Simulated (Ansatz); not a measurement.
wurtzite GaN: the defect V_Ga+O_N+O_N+O_N

These are PBE, PAW (plane waves to 420 eV; Ansatz, a quantum-chemistry and plane-wave program) values and carry that method's errors. A supercell of 96 sites (3×2×2 repeats of a cell of 8 atoms) was used; the energies come from a 2×2×2 shifted sampling of its zone. Sites at the start: the Ga site; N 1.97 Å away; N 1.97 Å away; N 1.97 Å away. Energies of charged states are corrected for periodic images (point charge plus alignment at distant sites). Dielectric constants: PBE linear response of the host. Host gap at this level: 1.71 eV. A cell of this size leaves errors of a few tenths of an eV. The semilocal functional narrows the gap, so deep levels can fall outside it. Spin–orbit coupling is left out. Each state is the lowest found from its start.

Formation energies E_f are given with the Fermi level at the valence-band maximum. Chemical conditions: Ga-rich (Δμ(Ga) = 0.00 eV, Δμ(N) = -0.88 eV, Δμ(O) = -3.04 eV, bounded by beta Ga2O3; only phases computed here count, gases as isolated molecules at 0 K); N-rich (Δμ(Ga) = -0.88 eV, Δμ(N) = 0.00 eV, Δμ(O) = -2.45 eV, bounded by beta Ga2O3; only phases computed here count, gases as isolated molecules at 0 K). Reference phases: Ga: alpha gallium, N: N2 molecule in a box, O: O2 molecule in a box.

The name describes the start; the neighbours show where the atoms ended.

Charges with a result: +1, 0, −1. Others weren't obtained, and one of them could lie lower, also by skipping a charge.

| charge | moment (μB) | largest move off a lattice site (Å) | neighbours of the last O atom of the defect at the end (Å) | image correction with alignment (eV) | E_f, Ga-rich (eV) | E_f, N-rich (eV) | above the lowest spin state (eV) |
|---|---|---|---|---|---|---|---|
| +1 | 1.0 | 0.29 | Ga 1.92, Ga 1.93, Ga 1.94 | -0.11 | 0.62 | 0.62 | 0.00 |
| +1 | 1.0 | 0.29 | Ga 1.92, Ga 1.93, Ga 1.94 | -0.11 | 0.62 | 0.62 | 0.00 |
| 0 | not spin-polarised | 0.26 | Ga 1.92, Ga 1.92, Ga 1.93 | 0.00 | 0.90 | 0.90 | 0.00 |
| 0 | 0.0 | 0.26 | Ga 1.92, Ga 1.92, Ga 1.93 | 0.00 | 0.90 | 0.90 | 0.00 |
| −1* | quenched | 0.25 | Ga 1.92, Ga 1.92, Ga 1.93 | – | – | – | 0.00 |
| −1* | quenched | 0.25 | Ga 1.92, Ga 1.92, Ga 1.93 | – | – | – | 0.00 |

* At this level the carrier isn't localised at the defect: at charge −1 electrons occupy the conduction band. Such a state is shallow or no state of the defect, and this cell gives it no level.

Starting moments that weren't kept: charge +1 began with 3 μB and ended with 1.0; charge 0 began with 2 μB and ended with 0.0; charge −1 began with 3 μB and ended with 0.0; charge −1 began with 1 μB and ended with 0.0.

Transition levels above the valence-band maximum: ε(+1/0) = 0.27 eV. On the lower envelope of the bound states, inside the gap: (+1/0) at 0.27 eV.

Flagged in the runs: a host whose relaxation on this sampling wasn't shown to rest.

All states together cost around 22 core-hours (rough).
